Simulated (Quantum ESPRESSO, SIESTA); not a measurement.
**Pressure against volume in TiO2 (space group 141) (SIESTA, LDA)**

```
CELL_PARAMETERS angstrom
     -1.81889     1.81889     4.57006
      1.81889    -1.81889     4.57006
      1.81889     1.81889    -4.57006
ATOMIC_POSITIONS crystal
  Ti 0.75000 0.25000 0.50000
  Ti 0.00000 0.00000 0.00000
  O  0.54200 0.04200 0.50000
  O  0.79200 0.79200 0.00000
  O  0.20800 0.20800 0.00000
  O  0.95800 0.45800 0.50000
```

Method of the run: LDA PW92, numerical atomic orbitals DZP, PseudoDojo LDA standard norm-conserving potentials (rewritten from UPF to PSML) (SIESTA). Settings: XC.functional = LDA; XC.authors = PW92; potentials = PseudoDojo LDA standard; PAO.BasisSize = DZP; PAO.EnergyShift = 0.01 Ry; MeshCutoff = 520 Ry; kgrid.MonkhorstPack = 12 12 12; OccupationFunction = FD; ElectronicTemperature = 116.05 K; MaxSCFIterations = 150; SCF.Mixer.Method = Broyden; SCF.Mixer.Weight = 0.1; SCF.Mixer.History = 6; SCF.DM.Tolerance = 1.0E-04. The cell above is the first row's. The rows scale it uniformly. In all rows fractional positions and the k mesh are held.

```csv
V (Å^3/atom),P (GPa)
10.0797,?
10.2988,20.55
10.5179,13.92
10.7370,7.93
10.9562,2.48
11.1753,-2.38
11.3944,-6.80
11.6135,-10.73
11.8327,-14.41
```

Question: Using a cubic, estimate the missing P at V = 10.0797 from the other rows, showing the fit.

Answer: With u = V - 11.1, the rows have u = -0.8012, -0.5821, -0.3630, -0.1438, 0.0753, 0.2944, 0.5135, 0.7327. Least squares gives P = -0.758 - 21.8969·u + 5.1485·u² - 0.9074·u³. Residuals (row less fit): -0.007, 0.008, 0.018, -0.020, -0.002, -0.019, 0.037, -0.015; standard error 0.026 (degrees of freedom: 4). The fitted pressure is zero at V0 = 11.07, where dP/dV = -22.25, so B0 = -V0·dP/dV = 246 GPa. At the withheld row, u = -1.0203, so P = -0.758 - 21.8969 × (-1.0203) + 5.1485 × (-1.0203)² - 0.9074 × (-1.0203)³ = 27.907 GPa. The calculation gives 27.86 GPa, 0.047 GPa below the prediction (0.1 % of the range of P in the table). The row lies outside the fitted rows, so this is an extrapolation. From the scatter of the fitted rows alone, a prediction at this place has a standard error of 0.070 GPa, so the miss is 0.7 times that.

Carrying the step between the two nearest rows on in a straight line would have given 27.18, off by 0.68; series whose last step already gives the withheld value aren't shown. The scan was laid around a cell of about the measured size, scaled by a guess for this functional; axis ratios and inner coordinates come from that cell. This is a metastable polymorph. The runs keep the symmetry of the cell, so they don't test it for distortions. A plane-wave scan with the same functional (Quantum ESPRESSO, GBRV) gives V0 = 11.06 Å^3/atom and B0 = 237 GPa; a Birch-Murnaghan fit to all rows here lies 0.0 % from it in V0 and 4 % in B0; the two differ in basis, and may differ in potentials and mesh. Values carry the incompleteness of an atom-centred basis. The shape of the cell and the inner coordinates aren't relaxed, so V0 and B0 belong to this uniform scaling; a relaxed crystal lies no higher in energy and is usually softer (forces reach 0.84 eV/Å in these rows). Cutoffs and mesh are single choices, not tested for convergence of this quantity. Series with a scatter that would blur these digits, or in which a gap closes, are not shown.
